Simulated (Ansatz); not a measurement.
# Effect of biaxial strain +0.60 %, plane normal [001], relaxed out of plane on AlN

Consider AlN in the wurtzite structure (space group P6_3mc, No. 186; a = 3.1302 Å, c = 5.0180 Å). Axes: x lies along a and z along c of the hexagonal cell.

One thing is altered: tensile biaxial strain of 0.60 % in the plane normal to [001], as in epitaxy on a mismatched substrate; the out-of-plane cell vector and the atoms relax.

The values are results of PBE in Ansatz (plane waves to 420 eV, PAW, spin-orbit coupling left out), not measurements. Γ-centred 12×12×7 mesh, Fermi–Dirac width 0.05 eV.

- Space group: P6_3mc (No. 186) (base P6_3mc (No. 186))
- Shortest interatomic distance: 1.910 Å (base 1.902 Å)
- Band gap: 3.91 eV (base 4.03 eV)
- Gap character: direct at Γ (base direct at Γ)
- Width of the top valence band: 2.37 eV (base 2.34 eV)
- Electron mass: 0.29 mₑ (at Γ)
- Valence-band top at Γ (three highest levels, from the VBM): 0.00, -0.27, -0.27 eV (base 0.00, -0.20, -0.20 eV)
- Out-of-plane strain: -0.33 %
- Mean in-plane stress (compression positive): -2.6 GPa

Final structure (turned so that z lies along the plane normal):

```xyz
4
Lattice="3.1490 0.0000 0.0000 1.5745 2.7271 0.0000 0.0000 0.0000 5.0013" Properties=species:S:1:pos:R:3 pbc="T T T"
Al     1.5745     0.9090    -0.0029
Al     3.1490     1.8181     2.4977
N      1.5745     0.9090     1.9134
N      3.1490     1.8181     4.4140
```

Cost of the whole job for the changed cell (relaxation, final SCF and bands): roughly 14 core-seconds.

Masses are band curvatures over ±0.01 Å⁻¹ around the edge. Gaps are Kohn–Sham eigenvalue differences; semilocal functionals usually give less than the measured gap. Whether these cells are dynamically stable was not tested.

Ansatz is an electronic-structure program.
